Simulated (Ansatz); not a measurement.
Take an 8-atom supercell of SiC in the wurtzite structure (space group P6_3mc, No. 186; a = 3.0760 Å, c = 5.0478 Å) at its relaxed geometry as the base.

All numbers come from Kohn–Sham DFT with the PBEsol functional, run in Ansatz (a program for electronic structure) with PAW and 420 eV plane waves, scalar-relativistic without spin-orbit coupling, earlier PAW set.

One neutral defect a cell, atoms relaxed at fixed cell.

One change was made to it. Results:

The largest displacement of a host atom from its site in the perfect cell comes out as 0.25 Å; the pressure goes from zero to -23.2 GPa.

Task: Which of these changes matches the shifts?
A) C vacancy
B) B on a C site
C) Si on a C site (antisite), symmetric start
D) C on a Si site (antisite)

Result: D, C on a Si site (antisite). For comparison, the pressure in the other runs: B on a C site gives 11.8 GPa; Si on a C site (antisite), symmetric start gives 39.8 GPa; C vacancy gives -4.7 GPa.

The magnetic state is the one reached from the starting moments; the real material's order can differ, and small cells can't hold many antiferromagnetic ones. In so small a cell the defect repeats every few ångströms: this is an ordered compound, not a dilute defect. The mesh was chosen for an insulator and is coarse for the gapless case. Defects with a symmetric start kept the site's symmetry and may sit on a saddle; the others started slightly shaken. Starting moments died away, wholly or in part, for C on a Si site (antisite), B on a C site, Si on a C site (antisite) and C vacancy; another magnetic solution may exist.
